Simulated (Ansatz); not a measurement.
The structure below was relaxed with Ansatz (a quantum-chemistry and plane-wave program), PBE-D3(BJ), PAW, cutoff 420 eV, without spin-orbit coupling, earlier PAW set, at pressure 22.5 GPa.

Space group P6₃/mmc (No. 194); a = b = 3.258 Å, c = 12.536 Å, α = β = 90.00°, γ = 120.00°

| atom | site | symmetry | x | y | z |
|---|---|---|---|---|---|
| Mo | 2d | -6m2 | 0.6667 | 0.3333 | 0.2500 |
| Te | 4f | 3m. | 0.3333 | 0.6667 | 0.1032 |

### Question
Write out a cell with all atoms.

### Answer
```
MoTe2
1.0
    3.25805     0.00000     0.00000
   -1.62903     2.82156     0.00000
    0.00000     0.00000    12.53556
Mo Te
2 4
Direct
  0.33333   0.66667   0.75000
  0.66667   0.33333   0.25000
  0.33333   0.66667   0.10316
  0.66667   0.33333   0.60316
  0.66667   0.33333   0.89684
  0.33333   0.66667   0.39684
```
This is the conventional cell.

The mesh was chosen for an insulator and is coarse for the gapless case. Load acts through the strain it causes; cell and atoms are relaxed under it. No phonon test of stability was made. Competing high-pressure phases were not computed. The final runs are not spin-polarised. The cell was made from MoTe2 in the 2H-MoS2 type structure (space group P6_3/mmc, No. 194; layered, stacked along the Cartesian z axis) by this change: pressure 22.5 GPa.
